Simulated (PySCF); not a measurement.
PySCF 2.14.0, TPSSH/def2-svp, df: C#C[CH2], charge +1, multiplicity 1, 6 atoms. The geometry is a generated start, not checked to be a minimum at this level.

```
Quantity                      Result
-------------------  ---------------
task                          energy
method                         tpssh
basis                       def2-svp
two-electron scheme  density fitting
mol.max_memory               3000 MB
mf.max_cycle                     100
mf.init_guess        minao (default)
mf.DIIS              CDIIS (default)
mf.conv_tol          1e-09 (default)
mf.grids.level           3 (default)
basis functions                   57
grid points                    71784
```

```xyz
6

C      1.4681    -0.1779     0.2353
C      0.2621     0.0268     0.0981
C     -1.0491     0.1581    -0.1212
H      2.5096    -0.4049     0.2472
H     -1.4411     0.9835    -0.7129
H     -1.7495    -0.5855     0.2535
```

Charge 1 and multiplicity 1 are set for this test and not shown to be the ground state.

One run each on 2 threads, 1 BLAS thread. Values of diis_space tried: 3, 5, 8 (default), 12, 20.

**Question.** How does the count of Fock builds change with diis_space, and where is it least?

**Answer.** Fewest Fock builds, within one of each other: 5 with 11, 8 (default) with 11, 12 with 11, 20 with 11. The count rises to 19 at 3. All converge to one solution.

| diis_space | Fock builds | end |
|---|---|---|
| 3 | 19 | same solution |
| 5 | 11 | same solution |
| 8 (default) | 11 | same solution |
| 12 | 11 | same solution |
| 20 | 11 | same solution |
